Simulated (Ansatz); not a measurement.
Take C (space group R-3, No. 148; a = 6.357 Å, c = 3.873 Å (hexagonal axes); a hypothetical phase, not in the database extracts checked) as the base.

Calculations: PBE/PAW in Ansatz (a quantum-chemistry and plane-wave program), no spin-orbit coupling.

One change was made to it. Results:

| quantity | base | after |
|---|---|---|
| volume per atom | 5.65 Å³ | 5.62 Å³ |
| band gap | 3.43 eV | 3.43 eV |

Q: What was done to the base?
A. pressure 7.5 GPa
B. pressure 1.5 GPa
C. pressure 10 GPa

A: B, pressure 1.5 GPa. For comparison, the volume per atom in the other runs: pressure 7.5 GPa gives 5.54 Å³; pressure 10 GPa gives 5.50 Å³.

Load acts through the strain it causes; cell and atoms are relaxed under it. Whether these cells are dynamically stable was not tested. No other phases were tried under pressure.
